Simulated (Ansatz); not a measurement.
Method: PBE (plane waves to 420 eV, PAW; Ansatz, a program for electronic structure).

Plane-averaged electrostatic potential energy along the normal, in eV from the Fermi level, for a constructed model of the (0001) surface of hcp Ru, a pseudomorphic layer of Sc in the other hollow (bottom of the slab: a bare face, its two planes held):

| z (Å) | V (eV) |
|---|---|
| 3.89 | 5.06 |
| 4.17 | 5.06 |
| 4.44 | 5.06 |
| 4.72 | 5.05 |
| 5.00 | 5.04 |
| 5.28 | 5.02 |
| 5.56 | 4.98 |
| 5.83 | 4.90 |
| 6.11 | 4.74 |
| 6.39 | 4.41 |
| 6.67 | 3.74 |
| 6.94 | 2.39 |
| 7.22 | -0.39 |
| 7.50 | -7.36 |
| 7.78 | -18.43 |
| 8.06 | -26.74 |
| 8.33 | -26.75 |
| 8.61 | -18.49 |
| 8.89 | -7.67 |
| 9.17 | -1.95 |
| 9.44 | -2.91 |
| 9.72 | -10.78 |
| 10.00 | -21.76 |
| 10.28 | -28.11 |
| 10.56 | -25.58 |
| 10.83 | -15.88 |
| 11.11 | -5.71 |
| 11.39 | -1.93 |
| 11.67 | -4.66 |
| 11.94 | -14.16 |
| 12.22 | -24.41 |
| 12.50 | -28.20 |
| 12.78 | -22.93 |
| 13.06 | -12.20 |
| 13.33 | -3.50 |
| 13.61 | -1.60 |
| 13.89 | -5.72 |
| 14.17 | -16.00 |
| 14.44 | -25.61 |
| 14.72 | -27.96 |
| 15.00 | -21.45 |
| 15.28 | -10.55 |
| 15.56 | -3.07 |
| 15.83 | -2.68 |
| 16.11 | -9.31 |
| 16.39 | -20.23 |
| 16.67 | -27.62 |
| 16.94 | -26.40 |
| 17.22 | -17.42 |
| 17.50 | -6.85 |
| 17.78 | -2.04 |
| 18.06 | -3.82 |
| 18.33 | -12.61 |
| 18.61 | -23.21 |
| 18.89 | -28.08 |
| 19.17 | -23.81 |
| 19.44 | -13.28 |
| 19.72 | -3.61 |
| 20.00 | -0.14 |
| 20.28 | -0.80 |
| 20.56 | -4.71 |
| 20.83 | -11.24 |
| 21.11 | -17.95 |
| 21.39 | -20.00 |
| 21.67 | -15.85 |
| 21.94 | -9.08 |
| 22.22 | -3.82 |
| 22.50 | -0.47 |
| 22.78 | 1.40 |
| 23.06 | 2.54 |
| 23.33 | 3.21 |
| 23.61 | 3.60 |
| 23.89 | 3.82 |
| 24.17 | 3.94 |
| 24.44 | 4.01 |
| 24.72 | 4.05 |
| 25.00 | 4.07 |
| 25.28 | 4.08 |
| 25.56 | 4.09 |

Set-up: 7 atoms, 13.6 Å thick at the start with caps and adatoms (thin: gaps and levels are the slab's own); mesh 16x16x1; 0.1 eV smearing; dipole correction on; 2 atoms held, the rest relaxed; start symmetry kept, larger cells not searched; no spin, no spin-orbit, no U. In PBE it lies 0.05 eV a 1x1 cell over the lowest computed structure of the same composition (a pseudomorphic layer of Sc in the host's stacking).

Problem. The surface cell has an area of 6.41 Å². What dipole along the normal does the step between the two vacuum levels imply?

Solution. the top vacuum level lies 0.97 eV below the bottom one; p = −ε₀ A ΔV (ε₀ = 0.005526 e/(V·Å)) gives 0.03 e·Å a cell.
